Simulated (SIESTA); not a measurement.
# A self-consistent single point of Cs₂KScI₆ (Fm-3m, 10 atoms in the cell) with SIESTA

Computed with LDA PW92, numerical atomic orbitals TZP, PseudoDojo LDA standard norm-conserving potentials (rewritten from UPF to PSML) (SIESTA).

Input:

```
# files in the folder: K.psml Cs.psml Sc.psml I.psml (PseudoDojo LDA standard)
SystemName  Cs2KScI6
SystemLabel cs2ksci6

NumberOfAtoms                10
NumberOfSpecies              4
%block ChemicalSpeciesLabel
  1 19 K
  2 55 Cs
  3 21 Sc
  4 53 I
%endblock ChemicalSpeciesLabel
LatticeConstant              1.0 Ang
%block LatticeVectors
     0.000000000    6.293805000    6.293805000
     6.293805000    0.000000000    6.293805000
     6.293805000    6.293805000    0.000000000
%endblock LatticeVectors
AtomicCoordinatesFormat      Bohr
%block AtomicCoordinatesAndAtomicSpecies
    11.893567732   11.893567732   11.893567732  1
    17.840351598   17.840351598   17.840351598  2
     5.946783866    5.946783866    5.946783866  2
     0.000000000    0.000000000    0.000000000  3
     5.471754771   11.893567732   11.893567732  4
    18.315380693   11.893567732   11.893567732  4
    11.893567732    5.471754771   11.893567732  4
    11.893567732   18.315380693   11.893567732  4
    11.893567732   11.893567732    5.471754771  4
    11.893567732   11.893567732   18.315380693  4
%endblock AtomicCoordinatesAndAtomicSpecies

XC.functional                LDA
XC.authors                   PW92
PAO.BasisSize                TZP
PAO.EnergyShift              0.01 Ry
MeshCutoff                   300 Ry
%block kgrid.MonkhorstPack
    3   0   0  0.0
    0   3   0  0.0
    0   0   3  0.0
%endblock kgrid.MonkhorstPack
OccupationFunction           MP
OccupationMPOrder            0
ElectronicTemperature        20.0 meV

MaxSCFIterations             150
SCF.Mixer.Method             Pulay
SCF.Mixer.Weight             0.25
SCF.Mixer.History            8
SCF.DM.Tolerance             1.0E-05
Diag.ParallelOverK           true
WriteForces                  true
```

Output, abridged:

```
reinit: Reading from file input.fdf

reinit: System Name: Cs2KScI6
reinit: System Label: cs2ksci6

coor:   Atomic-coordinates input format  =     Cartesian coordinates
coor:                                            (in Bohr units)

siesta: Atomic coordinates (Bohr) and species
siesta:     11.89357  11.89357  11.89357  1        1
siesta:     17.84035  17.84035  17.84035  2        2
siesta:      5.94678   5.94678   5.94678  2        3
siesta:      0.00000   0.00000   0.00000  3        4
siesta:      5.47175  11.89357  11.89357  4        5
siesta:     18.31538  11.89357  11.89357  4        6
siesta:     11.89357   5.47175  11.89357  4        7
siesta:     11.89357  18.31538  11.89357  4        8
siesta:     11.89357  11.89357   5.47175  4        9
siesta:     11.89357  11.89357  18.31538  4       10

siesta: System type = bulk

initatomlists: Number of atoms, orbitals, and projectors:     10   157   264

siesta: ******************** Simulation parameters ****************************
redata: Spin configuration                          = none
redata: Time-Reversal Symmetry                      = T
redata: Number of Atomic Species                    =        4
redata: Mesh Cutoff                                 =   300.0000 Ry
redata: Net charge of the system                    =     0.0000 |e|
redata: Min. number of SCF Iter                     =        0
redata: Max. number of SCF Iter                     =      150
redata: SCF convergence failure will abort job
redata: SCF mix quantity                            = Hamiltonian
redata: Mix DM or H after convergence               =   F
redata: Recompute H after scf cycle                 =   F
redata: Mix DM in first SCF step                    =   T
redata: No kicks to SCF
redata: DM Mixing Weight for Kicks                  =     0.5000
redata: Require Harris convergence for SCF          =   F
redata: Harris energy tolerance for SCF             =     0.000100 eV
   [... lines left out ...]
diag: Used triangular part                          = Lower
diag: Absolute tolerance                            =  0.100E-15
diag: Orthogonalization factor                      =  0.100E-05
diag: Memory factor                                 =  1.0000

superc: Internal auxiliary supercell:     5 x     5 x     5  =     125
superc: Number of atoms, orbitals, and projectors:   1250  19625  33000

                        Single-point calculation

superc: Internal auxiliary supercell:     5 x     5 x     5  =     125
superc: Number of atoms, orbitals, and projectors:   1250  19625  33000

outcell: Unit cell vectors (Ang):
        0.000000    6.293805    6.293805
        6.293805    0.000000    6.293805
        6.293805    6.293805    0.000000

outcell: Cell vector modules (Ang)   :    8.900784    8.900784    8.900784
outcell: Cell angles (23,13,12) (deg):     60.0000     60.0000     60.0000
outcell: Cell volume (Ang**3)        :    498.6202
new_DM -- step:     1
Initializing Density Matrix...

Attempting to read DM from file... Failed...
DM filled with atomic data:

InitMesh: MESH = 80 x 80 x 80 = 512000
InitMesh: Mesh cutoff (required, used) =   300.000   334.901 Ry

stepf: Methfessel-Paxton step function
       Using Hermite-Gauss polynomials of order  0
        iscf     Eharris(eV)        E_KS(eV)     FreeEng(eV)     dDmax    Ef(eV) dHmax(eV)
   scf:    1    -5545.361895    -5536.150978    -5536.150978  1.596118 -3.209261  9.287863
   scf:    2    -5538.434298    -5537.964976    -5537.964976  0.078781 -4.846156  2.177361
   scf:    3    -5538.350059    -5538.182651    -5538.182651  0.031526 -4.984945  1.156198
   scf:    4    -5538.314335    -5538.266017    -5538.266017  0.039127 -5.294207  0.405934
   scf:    5    -5538.207743    -5538.255996    -5538.255996  0.019626 -5.165159  0.926561
   scf:    6    -5538.260277    -5538.275782    -5538.275782  0.010733 -5.342336  0.349036
   scf:    7    -5538.278517    -5538.278918    -5538.278918  0.003925 -5.285500  0.058349
   scf:    8    -5538.278998    -5538.278961    -5538.278961  0.000183 -5.288455  0.040674
   scf:    9    -5538.278990    -5538.279002    -5538.279002  0.000439 -5.295607  0.009146
   scf:   10    -5538.279003    -5538.279004    -5538.279004  0.000101 -5.293987  0.002290
   scf:   11    -5538.279004    -5538.279004    -5538.279004  0.000024 -5.294414  0.000695
   scf:   12    -5538.279004    -5538.279004    -5538.279004  0.000004 -5.294347  0.000260
SCF Convergence by DM+H criterion
max |DM_out - DM_in|         :     0.0000041744
max |H_out - H_in|      (eV) :     0.0002603507
SCF cycle converged after 12 iterations

Using DM_out to compute the final energy and forces

siesta: E_KS(eV) =            -5538.2790

siesta: E_KS - E_eggbox =     -5538.2790

siesta: Atomic forces (eV/Ang):
     1    0.000000    0.000000    0.000000
     2    0.000000    0.000000    0.000000
     3    0.000000    0.000000    0.000000
     4    0.000000    0.000000    0.000000
     5   -0.280291    0.000000    0.000000
     6    0.280291   -0.000000   -0.000000
     7    0.000000   -0.280291    0.000000
     8   -0.000000    0.280291   -0.000000
     9    0.000000    0.000000   -0.280290
    10   -0.000000   -0.000000    0.280290
   Tot   -0.000000   -0.000000   -0.000000
   Max    0.280291
   Res    0.125350    sqrt( Sum f_i^2 / 3N )
   Max    0.280291    constrained

Stress tensor Voigt[x,y,z,yz,xz,xy] (kbar):       25.72       25.72       25.72        0.00        0.00        0.00
(Free)E + p*V (eV/cell)    -5546.2822
Target enthalpy (eV/cell)    -5538.2790

siesta: Program's energy decomposition (eV):
siesta: Ebs     =     -1203.666021
siesta: Eions   =      8989.232281
siesta: Ena     =      2539.463443
siesta: Ekin    =      1557.570215
siesta: Enl     =       692.777609
siesta: Eso     =         0.000000
siesta: Edftu   =         0.000000
siesta: DEna    =        69.229370
siesta: DUscf   =         1.460445
siesta: DUext   =         0.000000
siesta: Ex      =     -1240.990435
siesta: Ec      =      -168.557373
siesta: Exc     =     -1409.547807
siesta: Eharris =     -5538.279004
siesta: Etot    =     -5538.279004
siesta: FreeEng =     -5538.279004

siesta: Atomic forces (eV/Ang):
siesta:      1    0.000000    0.000000    0.000000
siesta:      2    0.000000    0.000000    0.000000
siesta:      3    0.000000    0.000000    0.000000
siesta:      4    0.000000    0.000000    0.000000
siesta:      5   -0.280291    0.000000    0.000000
siesta:      6    0.280291   -0.000000   -0.000000
siesta:      7    0.000000   -0.280291    0.000000
siesta:      8   -0.000000    0.280291   -0.000000
siesta:      9    0.000000    0.000000   -0.280290
siesta:     10   -0.000000   -0.000000    0.280290
siesta: ----------------------------------------
siesta:    Tot   -0.000000   -0.000000   -0.000000

siesta: Stress tensor (static) (eV/Ang**3):
siesta:     0.016051    0.000000    0.000000
siesta:     0.000000    0.016051    0.000000
siesta:     0.000000    0.000000    0.016051

siesta: Cell volume =        498.620173 Ang**3

siesta: Pressure (static):
siesta:                Solid            Molecule  Units
siesta:          -0.00017481         -0.00021642  Ry/Bohr**3
siesta:          -0.01605064         -0.01987121  eV/Ang**3
siesta:         -25.71596634        -31.83718167  kBar
```

The run converged in 12 iterations.

The starting cell comes from a database of computed structures (which also holds hypothetical and non-ambient phases and stackings), without a prior relaxation at this level. Values carry the incompleteness of an atom-centred basis.

Cost on one core of a shared machine: roughly 90 s.
